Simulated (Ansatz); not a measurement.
Given:

```
CELL_PARAMETERS angstrom
      4.12988     0.00000     0.00000
      0.00000     4.12988     0.00000
      0.00000     0.00000     4.12988
ATOMIC_POSITIONS crystal
  Sr 0.00000 0.00000 0.00000
  Zr 0.50000 0.50000 0.50000
  O  0.00000 0.50000 0.50000
  O  0.50000 0.50000 0.00000
  O  0.50000 0.00000 0.50000
```

No spin polarisation.

Computed with PBEsol (Ansatz, a quantum-chemistry and plane-wave program; PAW; 420 eV plane waves; no spin-orbit coupling). k-mesh 8×8×8 (Γ-centred); smearing 0.05 eV (Fermi–Dirac).

Q: Predict the band gap, electron mass, smallest direct gap and gap character.

A: The band gap is 3.31 eV and the electron mass (degenerate bands, along [100]) comes out as 0.35, 0.35, 2.4 mₑ (at Γ). The smallest direct gap is 3.57 eV and the gap character is indirect, R → Γ.

Masses are band curvatures over ±0.01 Å⁻¹ around the edge. Stability against distortions was not tested. The cell was made from SrTiO3 by this change: Ti → Zr; the result is a model cell. Many cubic perovskites are stable only at high temperature; tilts and polar distortions were not tested.
